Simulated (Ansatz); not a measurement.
O vacancy in beta Ga2O3 (start: the O(3) site; 160-site cell, Γ-point sampling), charge +2. Level of theory: PBE, PAW (plane waves to 420 eV; Ansatz, a program for electronic structure).

```yaml
total_energy_of_the_defect_cell: -296090.9653 eV
total_energy_of_the_perfect_cell: -296641.0591 eV
"μ(O) in O2 molecule in a box, atoms added −1": -564.9684 eV
"Δμ(O), Ga-rich": -3.037 eV
valence-band maximum on the cell's zero: 7.571 eV
image_correction_with_alignment: 0.391 eV
fermi_level_above_the_maximum: 0.50 eV
```

**Question.** Work out the formation energy.

**Answer.** E_f = E(defect) − E(perfect) − Σ n μ + q (E_VBM + E_F) + E_corr = 550.094 − (568.006) + (16.142) + (0.391) = -1.38 eV.
